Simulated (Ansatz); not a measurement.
An Ansatz (a quantum-chemistry and plane-wave program) input for fluorite-type CoSi2 (0 0 1) on Si0.5Ge0.5, ordered in pairs of (001) planes (0 0 1), B on 2 of 2 substrate sites at each interface (film strained to the substrate, faces as cut):

Ansatz 0.2 input:
```yaml
crystal:
  lattice:
    - [7.92725952, 0.000006876, -0.05903109]
    - [0.000241586, 3.957838381, 0.010217822]
    - [2.720753673, 0.382005805, 22.52268195]
  atoms:
    - { symbol: B, position: [0.547085659, 0.950248138, 0.021865629] }
    - { symbol: B, position: [1.047085659, 0.950248138, 0.021865629] }
    - { symbol: Ge, position: [0.395599004, 0.446250452, 0.056636612] }
    - { symbol: Ge, position: [0.895599004, 0.446250452, 0.056636612] }
    - { symbol: Ge, position: [0.332312913, 0.92533664, 0.242021353] }
    - { symbol: Ge, position: [0.832312913, 0.92533664, 0.242021353] }
    - { symbol: Ge, position: [0.311752614, 0.418137246, 0.307424038] }
    - { symbol: Ge, position: [0.811752614, 0.418137246, 0.307424038] }
    - { symbol: Ge, position: [0.254518199, 0.845011516, 0.49004131] }
    - { symbol: Ge, position: [0.754518199, 0.845011516, 0.49004131] }
    - { symbol: B, position: [0.274098823, 0.394700362, 0.545177702] }
    - { symbol: B, position: [0.774098823, 0.394700362, 0.545177702] }
    - { symbol: Si, position: [0.62744078, 0.439849541, 0.120640904] }
    - { symbol: Si, position: [0.12744078, 0.439849541, 0.120640904] }
    - { symbol: Si, position: [0.102178137, 0.93340034, 0.179813449] }
    - { symbol: Si, position: [0.602178137, 0.93340034, 0.179813449] }
    - { symbol: Si, position: [0.541629244, 0.416768595, 0.369612643] }
    - { symbol: Si, position: [0.041629244, 0.416768595, 0.369612643] }
    - { symbol: Si, position: [0.023843145, 0.911335983, 0.428742531] }
    - { symbol: Si, position: [0.523843145, 0.911335983, 0.428742531] }
    - { symbol: Co, position: [0.889701911, 0.97979636, 0.760993926] }
    - { symbol: Co, position: [0.389701911, 0.97979636, 0.760993926] }
    - { symbol: Co, position: [0.175074933, 0.493158264, 0.642708644] }
    - { symbol: Co, position: [0.675074933, 0.493158264, 0.642708644] }
    - { symbol: Co, position: [0.816370836, 0.953414433, 0.994796714] }
    - { symbol: Co, position: [0.316370836, 0.953414433, 0.994796714] }
    - { symbol: Co, position: [0.103124891, 0.466044776, 0.876188674] }
    - { symbol: Co, position: [0.603124891, 0.466044776, 0.876188674] }
    - { symbol: Si, position: [0.659919822, 0.986336013, 0.705747582] }
    - { symbol: Si, position: [0.159919822, 0.986336013, 0.705747582] }
    - { symbol: Si, position: [0.903382849, 0.484499476, 0.705534941] }
    - { symbol: Si, position: [0.403382849, 0.484499476, 0.705534941] }
    - { symbol: Si, position: [0.942355819, 0.562329526, 0.594403615] }
    - { symbol: Si, position: [0.442355819, 0.562329526, 0.594403615] }
    - { symbol: Si, position: [0.629906357, 1.015879907, 0.59500911] }
    - { symbol: Si, position: [0.129906357, 1.015879907, 0.59500911] }
    - { symbol: Si, position: [0.591447288, 0.959687545, 0.93149034] }
    - { symbol: Si, position: [0.091447288, 0.959687545, 0.93149034] }
    - { symbol: Si, position: [0.832933404, 0.46018194, 0.934025297] }
    - { symbol: Si, position: [0.332933404, 0.46018194, 0.934025297] }
    - { symbol: Si, position: [0.871555823, 0.473467599, 0.819402607] }
    - { symbol: Si, position: [0.371555823, 0.473467599, 0.819402607] }
    - { symbol: Si, position: [0.620924175, 0.972421966, 0.818637682] }
    - { symbol: Si, position: [0.120924175, 0.972421966, 0.818637682] }
basis:
  ecutwfc: 500
  ecutrho_ratio: 4
  xc_grid: 4
kpoints:
  mp_grid: { grid: [4, 7, 1] }
hamiltonian:
  xc: r2scan
  dispersion: none
  pseudopotentials: { kind: paw }
scf:
  n_extra_bands: 46
  occupations: { method: fermi_dirac, width: 0.05 }
  convergence: { dr2_threshold: 0.000000001 }
output:
  eigenvalues: true
```

Computed with r2SCAN (plane waves to 500 eV, PAW; Ansatz). Spin–orbit coupling is left out; the runs are not spin-polarised. Its k-point mesh 4×7×1, Fermi–Dirac width 0.05 eV.

Question: Write the closing report of this run, without the band table and long remarks, to eight decimals at most.

Answer: 
```
SCF converged after 30 iterations
Free energy (F): -91438.723515 eV
Harris-Foulkes:  -91438.723515 eV  (|F-HF|=1.75e-10)
Internal energy: -91438.673654 eV  (E = F + TS)
E sigma→0 (E₀):  -91438.698585 eV
Entropy (-TS):   -0.049861 eV (-1.133 meV/atom)
Fermi energy:    9.578498 eV
--- Per-component energies (eV) ---
  E_band       = -4108.410646
  E_kinetic    = 5724.794821
  E_local      = -75180.657411  (includes V_loc(G=0)·N_el)
  E_nonlocal   = 7619.153419
  E_hartree    = 34017.769473
  E_xc         = -3187.419875
  E_vxc        = -3767.874227  (∫ρ·V_xc dr)
  E_paw        = -41251.904540  (= ΣΔE_a)
  E_vpaw       = -6747.483147  (= ΣTr[D̂ρ^β])
  E_aug_tail   = 0.000527  (compensation charges beyond the density's cutoff)
  E_vtau       = 208.115684  (kinetic-family band-sum trace: ∫τ·v_τ [+ j·A + Jᵃ·Aᵃ] dr)
  E_ewald      = -19167.454134
  E_core_change = -12.955935  (= ΣΔE_core)
  E_smearing   = -0.049861  (= −TS)
  E_closure    = 0.000000  (closes the sum)
  Σ components = -91438.723515   (vs F -91438.723515, Δ=0.00e0)
```

Cost: around 28 core-minutes (rough).
